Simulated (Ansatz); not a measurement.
```xyz
5
Lattice="3.9299 -0.0648 -0.0057 -2.0211 3.4169 0.0137 -0.0088 0.0193 6.0944" Properties=species:S:1:pos:R:3 pbc="T T T"
La    -0.0155     2.2611     1.5103
La     1.9156     1.1103     4.5921
O      0.0000     0.0000     0.0000
O     -0.0324     2.2667     3.9404
O      1.9324     1.1046     2.1620
```

No spin polarisation.

Method: PBEsol in Ansatz (plane waves to 420 eV, PAW, no spin-orbit coupling), earlier PAW set. Γ-centred 10×10×6 mesh, Fermi–Dirac width 0.05 eV.

Q: Estimate the pressure (mean of the normal stresses, compression positive).

A: -1.74 GPa.

Q: What is the computed band gap?

A: 3.70 eV.

Q: Estimate the gap character.

A: Indirect, k = (0.200, 0.300, -1/2) in the run's primitive reciprocal basis → Y.

The cells carry an imposed strain or load. Stability against distortions was not tested. The cell was made from La₂O₃ (space group P-3m1, No. 164) by this change: strain tensor (xx, yy, zz, yz, xz, xy) = (+0.60, +0.04, +0.91, +0.32, −0.15, −1.66) %.

Ansatz is a program for electronic structure.
